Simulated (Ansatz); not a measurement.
# LuAu (Pm-3m): resistivity and electron-phonon coupling

Here is the system:

```yaml
crystal:
  lattice:
    - [3.47878, 0.00000, 0.00000]
    - [0.00000, 3.47878, 0.00000]
    - [0.00000, 0.00000, 3.47878]
  atoms:
    - { symbol: Lu, position: [0.50000, 0.50000, 0.50000] }
    - { symbol: Au, position: [0.00000, 0.00000, 0.00000] }
```

Computed with PBEsol, DFPT electron-phonon coupling, linearised Boltzmann equation (plane waves, PAW, scalar-relativistic; Ansatz, a program for electronic structure). Geometry: relaxed with this functional, without spin-orbit coupling.

- resistivity at 300 K = 18.6 μΩ·cm
- resistivity at 77 K = 4.3 μΩ·cm
- electron mean free path at 300 K (weighted by the current that each state carries) = 6.6 nm
- electron-phonon coupling λ = 0.43
- transport coupling λ_tr = 0.55
- logarithmic mean phonon energy = 6.7 meV
- density of states at the Fermi level = 0.47 states/(eV·spin·cell)
- Drude plasma energy = 5.8 eV
- Hall coefficient at 300 K = 8.9 ×10⁻¹¹ m³/C

A metal at this level (no band gap). Only scattering by harmonic phonons is included (no impurities, grain boundaries, electron-electron scattering or thermal expansion). Spin-orbit coupling is left out, which matters with elements this heavy. Phonons are Fourier-interpolated between the q points, which in tests on eleven metals of one or two atoms moved the resistivity by up to 6 %, λ by up to 7 % and the logarithmic mean phonon energy by up to 14 %. Halving the electron mesh (20x20x20) moves the resistivity by up to 6 % at 300 K, the mean free path by up to 2 %, the coupling by up to 3 %. Smearing 0.20 eV; phonons on a 4x4x4 q mesh, which this run doesn't test and which matters most at low temperature.

Formula and space group known from diffraction (Crystallography Open Database), not checked to be the room-temperature form: LuAu (Pm-3m).
